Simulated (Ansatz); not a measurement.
Take BaTiO3 (space group P4mm, No. 99; a = 3.955 Å, c = 4.046 Å) as the base. Axes: x, y, z lie along a, b, c of the conventional cell.

The values are results of PBEsol (Ansatz, a first-principles code; PAW; 420 eV plane waves; scalar-relativistic without spin-orbit coupling), earlier PAW set, not measurements.

Base values:

The pressure is 0.00 GPa and the gap character is indirect, A → Γ.

Now apply this change: biaxial strain −1.04 %, plane normal [001], relaxed out of plane (Cartesian); in-plane vectors clamped, the third vector and the atoms free.

**Question.** How does this affect the pressure, gap character and energy relative to the base?

**Answer.** The pressure (mean of the normal stresses, compression positive) goes from zero to 2.11 GPa; the gap character remains indirect, A → Γ; the energy goes up by 2.6 meV/atom.

Whether these cells are dynamically stable was not tested. The final runs are not spin-polarised.
